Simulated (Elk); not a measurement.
Worked example: self-consistent single point of CuAu (P4/mmm, 2 atoms in the cell) in Elk.

Computed with PBE, spin-orbit coupling in second variation, all-electron FP-LAPW, Elk's shipped species files, APW+lo basis with extra local orbitals (Elk).

```xyz
2
Lattice="2.8000 0.0000 0.0000 0.0000 2.8000 0.0000 0.0000 0.0000 3.6700" Properties=species:S:1:pos:R:3 pbc="T T T"
Cu     0.0000     0.0000     0.0000
Au     1.4000     1.4000     1.8350
```

Reference input (self-consistent single point, DFT, PBE, all-electron FP-LAPW, Elk's shipped species files, APW+lo basis with extra local orbitals): xctype = 20; rgkmax = 8; stype = 0; swidth = 0.00999582 Ha; ngridk = 12 12 10; gmaxvr = 14 1/bohr; nxlo = 2; lorbcnd = true; rmtscf = 0.89; lmaxi = 2; maxscl = 100. This run's input differs from it in these lines:

```diff
@@ -5,2 +5,5 @@
   20
+
+spinorb
+  .true.
 
@@ -23,2 +26,5 @@
   2
+
+nempty
+  10
```

Output (repeated stretches shortened):

```
│ Self-consistent loop started │
│ Loop number : 1 │
 total energy                :     -20687.3021659
 total moment                :   0.5306907377E-21 -0.4339075628E-21  0.1028727261E-26
│ Loop number : 2 │
 total energy                :     -20688.1284179
 total moment                :  -0.5951505364E-21  0.3517127002E-21 -0.2040424569E-24
RMS change in Kohn-Sham potential (target) :   0.2127126608     (  0.1000000000E-05)
Absolute change in total energy (target)   :   0.8262520627     (  0.1000000000E-03)
│ Loop number : 3 │
 total energy                :     -20689.1706326
   [... lines left out ...]
 total energy                :     -20703.1753767
 total moment                :  -0.9598222789E-21 -0.1377624544E-21  0.3078175439E-23
RMS change in Kohn-Sham potential (target) :   0.2453607064E-06 (  0.1000000000E-05)
Absolute change in total energy (target)   :   0.2653354641E-03 (  0.1000000000E-03)
│ Loop number : 17 │
 total energy                :     -20703.1753652
 total moment                :   0.2541339498E-21 -0.6908879016E-21  0.3307314700E-23
RMS change in Kohn-Sham potential (target) :   0.1318189645E-06 (  0.1000000000E-05)
Absolute change in total energy (target)   :   0.7776438724E-04 (  0.1000000000E-03)
Convergence targets achieved

│ Loop number : 18 │

Energies :
 Fermi                       :     0.348484573795
 xc effective B-field        :    -0.729164860112E-08
 external B-field            :      0.00000000000
 total energy                :     -20703.1753557
 (external B-field energy excluded from total)

Density of states at Fermi energy :    16.54488884
 (states/Hartree/unit cell)

Estimated indirect band gap :   0.7963155456E-03
 from k-point    153 to k-point     18
Estimated direct band gap   :   0.1453895426E-01
 at k-point     50

Charges :
 core                        :    60.00000000
 valence                     :    48.00000000
 interstitial                :    2.892240047
 muffin-tins (core leakage)
  species :    1 (Cu)
   atom    1                 :    27.63018859     (  0.7053766354E-03)
  species :    2 (Au)
   [... lines left out ...]
 muffin-tins
  species :    1 (Cu)
   atom    1                 :   0.1258806864E-22  0.4954144830E-22   0.000000000
  species :    2 (Au)
   atom    1                 :   0.4959980558E-21  0.3033652251E-22   0.000000000
 total in muffin-tins        :   0.5085861244E-21  0.7987797081E-22   0.000000000
 total moment                :   0.4996766584E-21  0.7303608740E-22 -0.2837704182E-23

│ Self-consistent loop stopped │
```

The run converged in 18 iterations. The count includes the last loop, which Elk runs after its targets are met. 

The starting cell has typed, rounded lattice constants, without a prior relaxation at this level. Values depend on the basis (sphere radii, cutoffs, local orbitals), which need not be converged. The log's line on a gap gives a spacing of levels on this mesh, which the program prints for metals too.

Cost on one core of a shared machine: roughly 2 min.
